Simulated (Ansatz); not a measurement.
We consider stishovite (SiO2), described by PBE-D3(BJ) (Ansatz, a quantum-chemistry and plane-wave program, PAW).

Settings: plane-wave cutoff 520 eV, 8×8×12 k mesh (along the axes of the cell as run), Fermi–Dirac smearing 0.01 eV, scalar-relativistic PAW data made under PBE.

Shape and atoms are relaxed at each volume.

The direct gap at Γ against volume; x = 100 ln(V/7.903 Å³). One gap is withheld.

```json
[
 {"V (Å³/atom)": "7.587", "x": "-4.08", "gap (eV)": "5.952"},
 {"V (Å³/atom)": "7.745", "x": "-2.02", "gap (eV)": "5.618"},
 {"V (Å³/atom)": "7.903", "x": "0.00", "gap (eV)": "5.305"},
 {"V (Å³/atom)": "8.061", "x": "1.98", "gap (eV)": "5.015"},
 {"V (Å³/atom)": "8.219", "x": "3.92", "gap (eV)": "?"}
]
```

Question: Fit a straight line to the rows shown, give the volume deformation potential and predict the withheld gap.

Answer: Means of the 4 rows: x̄ = -1.030, ȳ = 5.4725 eV. Σ(x − x̄)(y − ȳ) = -3.1561 and Σ(x − x̄)² = 20.404, so the slope is -0.1547 eV per unit of x, and dE_g/d ln V = -15.5 eV. At x = 3.92: 5.4725 + (-0.1547) × (3.92 − (-1.030)) = 4.707 eV. The run gives 4.749 eV, 0.042 eV above the line, as the curve bends the same way over all rows.

Note: the bulk modulus comes from volumes at which shape and atoms were relaxed.
